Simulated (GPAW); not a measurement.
Worked example: self-consistent single point of Hf₃Si (Fm-3m, 4 atoms in the cell) in GPAW.

Method: PBE, GPAW PAW datasets PBE (gpaw-data 1.0.1) (plane waves; GPAW).

```xyz
4
Lattice="0.0000 3.7358 3.7358 3.7358 0.0000 3.7358 3.7358 3.7358 0.0000" Properties=species:S:1:pos:R:3 pbc="T T T"
Si     0.0000     0.0000     0.0000
Hf     3.7358     3.7358     3.7358
Hf     1.8679     1.8679     1.8679
Hf     5.6037     5.6037     5.6037
```

Reference input (self-consistent single point, DFT PBE, plane waves, GPAW PAW datasets PBE (gpaw-data 1.0.1)): mode = pw; ecut = 550 eV; xc = PBE; kpts = 5 5 5; mesh shift (steps) = 0 0 0; occupations.name = methfessel-paxton; occupations.width = 0.2 eV; occupations.order = 0; nbands = -8; convergence.density = 1e-05 e/electron; symmetry.symmorphic = false; symmetry.tolerance = 0.0005. This run's input differs from it in these lines:

```diff
@@ -17,3 +17,3 @@
             kpts=(5, 5, 5),
-            occupations={'name': 'methfessel-paxton', 'width': 0.2, 'order': 0},
+            occupations={'name': 'methfessel-paxton', 'width': 0.3, 'order': 1},
             nbands=-8,
```

The program printed (abridged):

```
     iter     time        total  log10-change:
                         energy   eigst   dens
iter:   1 --:--:--   -26.392891
iter:   2 --:--:--   -26.329767   -1.56  -1.24
iter:   3 --:--:--   -26.088446   -0.58  -1.26
iter:   4 --:--:--   -26.076100   -1.47  -1.70
iter:   5 --:--:--   -26.324362   -0.63  -1.74
iter:   6 --:--:--   -26.043745   -1.05  -1.50
iter:   7 --:--:--   -26.028243   -1.88  -2.18
iter:   8 --:--:--   -26.029351c  -2.27  -2.22
iter:   9 --:--:--   -26.013597c  -3.56  -2.13
iter:  10 --:--:--   -25.995235   -1.88  -2.20
iter:  11 --:--:--   -25.995052c  -2.84  -2.77
iter:  12 --:--:--   -25.993794c  -3.76  -2.87
iter:  13 --:--:--   -25.993755c  -4.81  -3.18
iter:  14 --:--:--   -25.993807c  -4.58  -3.50
iter:  15 --:--:--   -25.993855c  -4.63  -3.60
iter:  16 --:--:--   -25.993724c  -4.70  -3.40
iter:  17 --:--:--   -25.993728c  -5.58  -4.48
iter:  18 --:--:--   -25.993737c  -6.87  -4.45
iter:  19 --:--:--   -25.993737c  -7.66c -4.37
iter:  20 --:--:--   -25.993737c  -8.26c -4.49
iter:  21 --:--:--   -25.993736c  -7.89c -4.52
iter:  22 --:--:--   -25.993734c  -7.22  -4.69
iter:  23 --:--:--   -25.993734c  -7.79c -5.24c
Converged after 23 iterations.

Dipole moment: (-0.000007, -0.000007, -0.000007) |e|*Ang

Energy contributions relative to reference atoms: (reference = -1237544.690076)

Kinetic:        -34.924934
Potential:      +27.337756
External:        +0.000000
XC:             -16.913739
Entropy (-ST):   -0.032209
Local:           -1.471343
SIC:             +0.000000
--------------------------
Free energy:    -26.004470
Extrapolated:   -25.993734

Showing only first 2 kpts
 Kpt  Band  Eigenvalues  Occupancy
  0    18      5.58065    2.00000
  0    19      6.99962    1.40301
  0    20      6.99962    1.40301
  0    21      6.99962    1.40301

  1    18      5.95945    2.00000
  1    19      7.02022    1.29529
  1    20      7.02022    1.29529
  1    21      7.15401    0.56328

Fermi level: 7.07348

No gap
No difference between direct/indirect transitions
Energy (eV): -25.993734

Forces in eV/Ang:
  0 Si   -0.00000    0.00000   -0.00000
  1 Hf    0.00000    0.00000   -0.00000
  2 Hf    0.00000   -0.00000   -0.00000
  3 Hf    0.00000   -0.00000   -0.00000

Stress tensor:
     0.115041    -0.000000    -0.000000
    -0.000000     0.115041     0.000000
    -0.000000     0.000000     0.115041
Stress (GPa, Voigt): [18.4316 18.4316 18.4316  0.     -0.     -0.    ]
```

The run converged in 23 iterations. GPAW prints stress with tension positive. Against the reference run the free energy rises by 16.1 meV/atom and the pressure goes from -18.31 to -18.43 GPa.

The starting cell was generated: these elements placed on a structure prototype, without a prior relaxation; it need not be a known phase or ordering of this composition. Its lattice was rescaled by a random factor within 2.5 % of one. With a pressure of about -18 GPa the cell is away from its equilibrium volume at this level.

Cost on one core of a shared machine: roughly 50 s.
